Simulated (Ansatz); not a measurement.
Input for Bi2(Te,Se)3 alloy cell Bi18Se17Te10 (tetradymite start):

Ansatz 0.2 input:
```yaml
crystal:
  lattice:
    - [12.8177778, 0.0, 0.0]
    - [-6.4088889, 11.1005212, 0.0]
    - [0.0, -2.4667825, 9.8432099]
  atoms:
    - { symbol: Bi, position: [0.1333333, 0.2666667, 0.2] }
    - { symbol: Bi, position: [0.1333333, 0.6, 0.2] }
    - { symbol: Bi, position: [0.1333333, 0.9333333, 0.2] }
    - { symbol: Bi, position: [0.4666667, 0.2666667, 0.2] }
    - { symbol: Bi, position: [0.4666667, 0.6, 0.2] }
    - { symbol: Bi, position: [0.4666667, 0.9333333, 0.2] }
    - { symbol: Bi, position: [0.8, 0.2666667, 0.2] }
    - { symbol: Bi, position: [0.8, 0.6, 0.2] }
    - { symbol: Bi, position: [0.8, 0.9333333, 0.2] }
    - { symbol: Bi, position: [0.2, 0.4, 0.8] }
    - { symbol: Bi, position: [0.2, 0.7333333, 0.8] }
    - { symbol: Bi, position: [0.2, 0.0666667, 0.8] }
    - { symbol: Bi, position: [0.5333333, 0.4, 0.8] }
    - { symbol: Bi, position: [0.5333333, 0.7333333, 0.8] }
    - { symbol: Bi, position: [0.5333333, 0.0666667, 0.8] }
    - { symbol: Bi, position: [0.8666667, 0.4, 0.8] }
    - { symbol: Bi, position: [0.8666667, 0.7333333, 0.8] }
    - { symbol: Bi, position: [0.8666667, 0.0666667, 0.8] }
    - { symbol: Se, position: [1.0, 1.0, 1.0] }
    - { symbol: Te, position: [1.0, 0.3333333, 0.0] }
    - { symbol: Te, position: [1.0, 0.6666667, 0.0] }
    - { symbol: Se, position: [0.3333333, 0.0, 0.0] }
    - { symbol: Se, position: [0.3333333, 0.3333333, 0.0] }
    - { symbol: Te, position: [0.3333333, 0.6666667, 0.0] }
    - { symbol: Se, position: [0.6666667, 0.0, 0.0] }
    - { symbol: Se, position: [0.6666667, 0.3333333, 0.0] }
    - { symbol: Se, position: [0.6666667, 0.6666667, 0.0] }
    - { symbol: Te, position: [0.0703333, 0.1406667, 0.633] }
    - { symbol: Te, position: [0.0703333, 0.474, 0.633] }
    - { symbol: Se, position: [0.0703333, 0.8073333, 0.633] }
    - { symbol: Se, position: [0.4036667, 0.1406667, 0.633] }
    - { symbol: Se, position: [0.4036667, 0.474, 0.633] }
    - { symbol: Se, position: [0.4036667, 0.8073333, 0.633] }
    - { symbol: Se, position: [0.737, 0.1406667, 0.633] }
    - { symbol: Te, position: [0.737, 0.474, 0.633] }
    - { symbol: Se, position: [0.737, 0.8073333, 0.633] }
    - { symbol: Se, position: [0.263, 0.526, 0.367] }
    - { symbol: Se, position: [0.263, 0.8593333, 0.367] }
    - { symbol: Te, position: [0.263, 0.1926667, 0.367] }
    - { symbol: Se, position: [0.5963333, 0.526, 0.367] }
    - { symbol: Te, position: [0.5963333, 0.8593333, 0.367] }
    - { symbol: Te, position: [0.5963333, 0.1926667, 0.367] }
    - { symbol: Se, position: [0.9296667, 0.526, 0.367] }
    - { symbol: Se, position: [0.9296667, 0.8593333, 0.367] }
    - { symbol: Te, position: [0.9296667, 0.1926667, 0.367] }
basis:
  ecutwfc: 420
  ecutrho_ratio: 4
  xc_grid: 2
kpoints:
  mp_grid: { grid: [2, 2, 3] }
hamiltonian:
  xc: pbe
  dispersion: d3bj
  pseudopotentials: { kind: paw }
scf:
  n_extra_bands: 42
  occupations: { method: fermi_dirac, width: 0.01 }
output:
  forces: true
  stress: true
  eigenstates:
    kpoints:
      - [0.0, 0.0, 0.0]
      - [-0.5, 0.0, 0.0]
      - [-0.5, -0.5, 0.0]
      - [0.0, -0.5, -0.5]
    e_range: [-4.0, 6.0]
    localisation: true
relax:
  f_tol: 0.03
  max_steps: 90
  cell: { stress_tol: 0.15 }
```

Computed with PBE+D3(BJ) (plane waves to 420 eV, PAW; Ansatz, a first-principles code). Spin–orbit coupling is left out. Its k-point mesh 2×2×3, Fermi–Dirac width 0.01 eV.

Task: Write the closing report of this run, without the band table and long remarks, to eight decimals at most.

Result: 
```
SCF converged after 5 iterations
Free energy (F): -385944.635087 eV
Harris-Foulkes:  -385944.635087 eV  (|F-HF|=8.15e-10)
Internal energy: -385944.635082 eV  (E = F + TS)
E sigma→0 (E₀):  -385944.635085 eV
Entropy (-TS):   -0.000005 eV (0.000 meV/atom)
Fermi energy:    9.332647 eV
--- Per-component energies (eV) ---
  E_band       = -10853.600070
  E_kinetic    = 9241.979051
  E_local      = -81891.302972  (includes V_loc(G=0)·N_el)
  E_nonlocal   = -3119.298920
  E_hartree    = 37729.095701
  E_xc         = -5751.209036
  E_vxc        = -5320.653285  (∫ρ·V_xc dr)
  E_paw        = -271044.076743  (= ΣΔE_a)
  E_vpaw       = -5222.498045  (= ΣTr[D̂ρ^β])
  E_aug_tail   = -0.019551  (compensation charges beyond the density's cutoff)
  E_ewald      = -71090.917839
  E_disp       = -18.884772  (pairwise vdW)
  E_smearing   = -0.000005  (= −TS)
  E_closure    = 0.000000  (closes the sum)
  Σ components = -385944.635087   (vs F -385944.635087, Δ=0.00e0)
--- Forces (eV/Å), atoms counted from 1 ---
  atom   1  Bi    -0.00591316    -0.00382239     0.00404941
  atom   2  Bi    -0.00663698     0.00391330    -0.00895995
  atom   3  Bi    -0.00317656    -0.00774031     0.00135498
  atom   4  Bi    -0.00095327     0.00140441     0.00264261
  atom   5  Bi    -0.00192203    -0.00492887     0.00050692
  atom   6  Bi     0.00695806    -0.00231038     0.00792048
  atom   7  Bi     0.01034936    -0.00614216     0.00130223
  atom   8  Bi     0.01284258     0.00889389    -0.01469868
  atom   9  Bi    -0.00295978     0.00362362    -0.00184803
  atom  10  Bi     0.00285708     0.00166719    -0.02037856
  atom  11  Bi     0.00327116     0.00440156    -0.00963873
  atom  12  Bi     0.00941460     0.01262468     0.00779892
  atom  13  Bi     0.00203339    -0.00693296     0.01947984
  atom  14  Bi     0.00163253    -0.01305182     0.00330723
  atom  15  Bi    -0.01333486     0.00878473     0.01221661
  atom  16  Bi    -0.00144494    -0.00584360    -0.00915505
  atom  17  Bi    -0.00509395     0.00190050    -0.00642117
  atom  18  Bi     0.00215838     0.01104073     0.00245028
  atom  19  Se     0.00133429    -0.00250652     0.00211718
  atom  20  Te    -0.00143403    -0.00453644    -0.00064282
  atom  21  Te     0.00025717    -0.00232679     0.00512358
  atom  22  Se     0.00024991     0.00058060     0.00157568
  atom  23  Se    -0.00203631     0.00513337     0.00046693
  atom  24  Te    -0.00191309     0.00156881     0.00329293
  atom  25  Se    -0.00217105     0.00159206     0.00988682
  atom  26  Se     0.00163265    -0.00034648    -0.00751888
  atom  27  Se    -0.00104626     0.00159652    -0.00389546
  atom  28  Te    -0.00185938     0.00234653     0.01040959
  atom  29  Te     0.00462570    -0.00464851     0.01311132
  atom  30  Se    -0.00035395     0.00305740     0.01158700
  atom  31  Se    -0.00234760    -0.00186992    -0.00438759
  atom  32  Se    -0.00266791     0.00226908     0.00240824
  atom  33  Se    -0.00052376     0.00451496     0.00526899
  atom  34  Se    -0.00268189    -0.00247795    -0.00093896
  atom  35  Te     0.00039431     0.00288856    -0.00343385
  atom  36  Se     0.00081845     0.00279185     0.00690510
  atom  37  Se     0.00452324    -0.00186573    -0.00093851
  atom  38  Se    -0.00202421    -0.00345618    -0.00445830
  atom  39  Te    -0.00208989     0.00259082     0.00046195
  atom  40  Se    -0.00366404    -0.00395564    -0.00182637
  atom  41  Te    -0.00027628    -0.00622440    -0.00618203
  atom  42  Te    -0.00374902     0.00144774    -0.00900545
  atom  43  Se    -0.00320976    -0.00638833    -0.00285540
  atom  44  Se     0.00367311    -0.00280530    -0.00730823
  atom  45  Te     0.00645826     0.00354776    -0.01114879
  max |Σ_I F_I| component: 4.01e-6 eV/Å
--- Stress (GPa, compression-positive) ---
       -0.025246      -0.001317      -0.001234
       -0.001317      -0.030715       0.003142
       -0.001234       0.003142      -0.024636
  P = ⅓ Tr σ = -0.0269 GPa (-0.269 kbar)
--- Relaxed structure (5 steps of the walk, 4 accepted, 1 SCFs on fresh bases) ---
  F+E_penalty+E_count = -385944.63508717 eV   max|allowed force component| = 2.038e-2 eV/Å   (the final SCF, on the basis selected at the relaxed cell)
  cell:  # Å, volume = 1363.0855 Å³
    - [12.69871857, 0.00034783, 0.00246698]
    - [-6.34905806, 10.99006612, 0.02583818]
    - [0.00182754, -2.41827021, 9.76092774]
  atoms:
    - { symbol: Bi, position: [0.13940575, 0.26844121, 0.20034142] }
    - { symbol: Bi, position: [0.13586237, 0.60334301, 0.21486260] }
    - { symbol: Bi, position: [0.13407962, 0.93384763, 0.20308444] }
    - { symbol: Bi, position: [0.46856131, 0.26876894, 0.19282554] }
    - { symbol: Bi, position: [0.46624200, 0.59271622, 0.19634873] }
    - { symbol: Bi, position: [0.46310833, 0.93359189, 0.20229651] }
    - { symbol: Bi, position: [0.79497101, 0.26769067, 0.19616543] }
    - { symbol: Bi, position: [0.79376605, 0.59635000, 0.19635539] }
    - { symbol: Bi, position: [0.79866370, 0.92589318, 0.19066604] }
    - { symbol: Bi, position: [0.20594393, 0.39774204, 0.78898403] }
    - { symbol: Bi, position: [0.20456323, 0.74320759, 0.79157132] }
    - { symbol: Bi, position: [0.20271239, 0.06593877, 0.80990774] }
    - { symbol: Bi, position: [0.53117493, 0.40076738, 0.80414123] }
    - { symbol: Bi, position: [0.53778401, 0.73584262, 0.79731649] }
    - { symbol: Bi, position: [0.53366202, 0.06730655, 0.80940656] }
    - { symbol: Bi, position: [0.85955464, 0.39363100, 0.79102563] }
    - { symbol: Bi, position: [0.86949639, 0.74319648, 0.80078245] }
    - { symbol: Bi, position: [0.85933755, 0.05954238, 0.80487751] }
    - { symbol: Se, position: [1.00462094, 1.00500067, 1.00384840] }
    - { symbol: Te, position: [1.00404505, 0.33642624, -0.00360010] }
    - { symbol: Te, position: [1.00109013, 0.66285970, -0.00348748] }
    - { symbol: Se, position: [0.33396857, 0.00142827, 0.00620783] }
    - { symbol: Se, position: [0.33133637, 0.33078477, -0.00373215] }
    - { symbol: Te, position: [0.32967938, 0.66465620, -0.00268519] }
    - { symbol: Se, position: [0.66308934, -0.00151699, 0.00592104] }
    - { symbol: Se, position: [0.66666946, 0.33516502, -0.00554029] }
    - { symbol: Se, position: [0.66486537, 0.66350126, -0.00565103] }
    - { symbol: Te, position: [0.06294763, 0.12597121, 0.62092359] }
    - { symbol: Te, position: [0.07207370, 0.47644388, 0.61537741] }
    - { symbol: Se, position: [0.07077671, 0.81564879, 0.63965618] }
    - { symbol: Se, position: [0.40539051, 0.14122555, 0.64971257] }
    - { symbol: Se, position: [0.41313431, 0.48198640, 0.63781318] }
    - { symbol: Se, position: [0.41174517, 0.81587564, 0.64030571] }
    - { symbol: Se, position: [0.73188179, 0.13379789, 0.64392712] }
    - { symbol: Te, position: [0.73438879, 0.48017683, 0.61828370] }
    - { symbol: Se, position: [0.73813858, 0.80913739, 0.63574646] }
    - { symbol: Se, position: [0.26851891, 0.52299421, 0.36114542] }
    - { symbol: Se, position: [0.26172170, 0.86096226, 0.36487596] }
    - { symbol: Te, position: [0.27327157, 0.19980760, 0.38542136] }
    - { symbol: Se, position: [0.59313245, 0.52101978, 0.35797819] }
    - { symbol: Te, position: [0.59716841, 0.85687712, 0.37761415] }
    - { symbol: Te, position: [0.59493520, 0.19675880, 0.38404053] }
    - { symbol: Se, position: [0.92164988, 0.52299529, 0.35818781] }
    - { symbol: Se, position: [0.92476507, 0.85122302, 0.35347202] }
    - { symbol: Te, position: [0.92610579, 0.19097565, 0.37327854] }
```

Cost: around 50 core-minutes (rough).
